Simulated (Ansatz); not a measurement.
The reference is BP in the zinc blende structure (space group F-43m, No. 216; a = 4.5364 Å). Axes: x, y, z lie along the cube axes.

All numbers come from DFT with r2SCAN, PAW potentials and a 500 eV plane-wave cutoff in Ansatz (a program for electronic structure), without spin-orbit coupling, earlier PAW set.

Strains are applied to the cell and any free atomic positions relax; under biaxial strain the out-of-plane vector relaxes too.

One change was made to it. Results:

The pressure (mean of the normal stresses, compression positive) goes from zero to 9.9 kbar; the energy grows by 0.4 meV/atom; the valence-band top at Γ (three highest levels, from the VBM) goes from 0.00, 0.00, 0.00 eV to 0.00, -0.06, -0.06 eV; the hole mass amounts to 0.32 mₑ along z, 0.24 mₑ across (at Γ).

Q: Name the change that was made.
(A) biaxial strain +1.63 %, plane normal [001], relaxed out of plane
(B) uniaxial strain ε_zz = −0.58 %
(C) uniaxial strain ε_yy = −1.46 %

A: B, uniaxial strain ε_zz = −0.58 %. For comparison, the energy relative to the base in the other runs: biaxial strain +1.63 %, plane normal [001], relaxed out of plane gives +7.6 meV/atom; uniaxial strain ε_yy = −1.46 % gives +2.8 meV/atom.

The levels and masses belong to the bands next to the band gap. Masses are band curvatures over ±0.01 Å⁻¹ around the edge. Whether these cells are dynamically stable was not tested.
